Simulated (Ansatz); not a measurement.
Band structure of Cl2 (P6_3/mmc, 4 atoms in the cell).

```xyz
4
Lattice="3.1270 0.0000 0.0000 -1.5635 2.7081 0.0000 0.0000 0.0000 10.0612" Properties=species:S:1:pos:R:3 pbc="T T T"
Cl     0.0000     0.0000     0.0000
Cl     0.0000     0.0000     5.0306
Cl     0.0000     1.8054     2.5153
Cl     1.5635     0.9027     7.5459
```

Level of theory: PBE (plane waves, PAW; Ansatz, a quantum-chemistry and plane-wave program).

Settings: basis.ecutwfc = 420 eV; kpoints.mp_grid.grid = 6 6 2; hamiltonian.xc = pbe; hamiltonian.pseudopotentials = {kind: paw} (the program's default PAW files); scf.occupations.method = cold; scf.occupations.width = 0.1 eV; kpoints.band_path.npoints = 10.

The starting cell was generated: these elements placed on a structure prototype, without a prior relaxation; it need not be a known phase or ordering of this composition.

Levels in eV from the Fermi level, bands 11 to 17:
```
point     11     12     13     14     15     16     17
-----  -----  -----  -----  -----  -----  -----  -----
Γ       0.45   0.46   0.46   0.78   0.78   0.87   9.76
M      -1.03  -0.45  -0.45  -0.42   0.04   0.24   8.41
K      -1.82  -1.82  -1.34  -0.57  -0.57   0.06   9.89
A       0.24   0.24   0.68   0.68   0.68   0.68  10.05
L      -0.87  -0.87  -0.43  -0.43   0.02   0.02   8.85
H      -2.27  -2.27  -0.52  -0.52  -0.43  -0.43   9.49
```

Bands cross the Fermi level along this path, so the cell is metallic at this level.

Keys are those of Ansatz 0.2.
